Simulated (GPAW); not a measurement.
A short convergence ladder for SnO (P4/nmm, 4 atoms in the cell)

```yaml
crystal:
  lattice:
    - [3.78100, 0.00000, 0.00000]
    - [0.00000, 3.78100, 0.00000]
    - [0.00000, 0.00000, 4.81580]
  atoms:
    - { symbol: Sn, position: [0.50000, 0.00000, 0.76200] }
    - { symbol: Sn, position: [0.00000, 0.50000, 0.23800] }
    - { symbol: O, position: [0.50000, 0.50000, 0.00000] }
    - { symbol: O, position: [0.00000, 0.00000, 0.00000] }
```

Base method: PBEsol, GPAW PAW datasets PBEsol (made by gpaw-setup) (plane waves; GPAW 25.7.0).

Base settings: mode = pw; ecut = 900 eV; xc = PBEsol; kpts = 3 3 3; mesh shift (steps) = 0 0 0; occupations.name = fermi-dirac; occupations.width = 0.02 eV; nbands = -4; convergence.density = 1e-05 e/electron; convergence.energy = 1e-05 eV/electron.

Core times come from one kind of shared machine, to one figure; runs under 30 s give none.

**The force threshold of a relaxation**

On SnO (P4mm, 4 atoms in the cell): one atom moved by 0.15 angstrom.

In this ladder: optimizer = LBFGS.

The mesh stays at the base's, so the ladder's end is converged at best in this setting alone.

Only quantities that move along the ladder and can be compared are tabulated; the gap is left out on so coarse a mesh.

```tsv
fmax	free energy less the last step's (meV/atom)	largest force left (eV/Å)	relaxation steps	core time / last (rough)
0.2 eV/Å	0.32	0.1007	2	0.6
0.1 eV/Å	0.06	0.0754	4	0.7
0.05 eV/Å	0.01	0.0230	5	0.8
0.03 eV/Å	0.01	0.0230	5	0.8
0.02 eV/Å	0.00	0.0030	6	0.9
0.01 eV/Å	0.00	0.0030	6	0.9
0.005 eV/Å	0.00	0.0030	6	0.7
0.002 eV/Å	0.00	0.0017	11	1
```

Coarsest fmax that holds the free energy within 0.2 meV/atom of the last step, with all finer ones: 0.1 eV/Å; the step before is off by 0.32 meV/atom.

Coarsest fmax that holds the largest force left within 0.005 eV/Å of the last step, with all finer ones: 0.02 eV/Å; the step before is off by 0.021 eV/Å.

On the base run: the starting cell has typed, rounded lattice constants, without a prior relaxation at this level. Its lattice was rescaled by up to half a per cent.

Left out of this page: 1 run of the series failed or unconverged.
